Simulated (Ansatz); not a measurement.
**By hand: reaction energy**

Consider the reaction energy. Reaction: Ti (hcp) + C (diamond) → TiC (rock salt). The sign is products less reactants.

TiC (rock salt, Fm-3m), 2 atoms in the cell; spin state with PBE: run without spin. Conventional cell: a = b = c = 4.332 Å, α = β = γ = 90.00°.

C (diamond, Fd-3m), 2 atoms in the cell. Conventional cell: a = 3.5716 Å, b = 3.5716 Å, c = 3.5716 Å, α = 90.00°, β = 90.00°, γ = 90.00°.

Method: Ansatz (a program for electronic structure), PAW, neutral cells at 0 K with nuclei at rest, on structures from PBE. Ansatz runs with its PAW set soft_1. A dispersion term (D3(BJ), or D4 for r2SCAN) was computed beside these levels and is taken off wherever the name lacks it.

Total energies of the cells in eV, at zero smearing width. They compare only within one column; the weights balance every element.

```tsv
cell	atoms	weight	PBE
TiC (rock salt)	2	+2	-2752.27410
Ti (hcp)	2	−1	-4999.33461
C (diamond)	2	−1	-501.61477
```

PBE: 2 × (-2752.27410) − (-4999.33461) − (-501.61477) = -3.599 eV; dividing by 2 gives -1.80 eV.

What follows from the PBE value: Per mole of the reaction as written, -1.799 eV × 96.485 = -173.6 kJ.
